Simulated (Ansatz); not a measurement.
Start from TiSi$_{2}$ (space group Cmcm, No. 63).

```
CELL_PARAMETERS angstrom
      1.75744    -6.67398     0.00000
      1.75744     6.67398     0.00000
      0.00000     0.00000     3.55712
ATOMIC_POSITIONS crystal
  Si 0.93996 0.06004 0.75000
  Si 0.06004 0.93996 0.25000
  Si 0.25043 0.74957 0.75000
  Si 0.74957 0.25043 0.25000
  Ti 0.60248 0.39752 0.75000
  Ti 0.39752 0.60248 0.25000
```

Computed with PBEsol (Ansatz, an electronic-structure program; PAW; 420 eV plane waves; no spin-orbit coupling).

For the base:

| Property | Value |
|---|---|
| Band gap | zero |
| Volume per atom | 13.91 Å³ |

Modification: cell and atoms relaxed at a pressure of 7.5 GPa.

**Question.** Estimate the effect on the band gap.

**Answer.** The band gap remains zero.

**Question.** How does this affect the volume per atom?

**Answer.** The volume per atom shrinks by 0.67 Å³, from 13.91 Å³ to 13.24 Å³.

Load acts through the strain it causes; cell and atoms are relaxed under it. Stability against distortions was not tested. Competing high-pressure phases were not computed. All final runs are without spin polarisation.
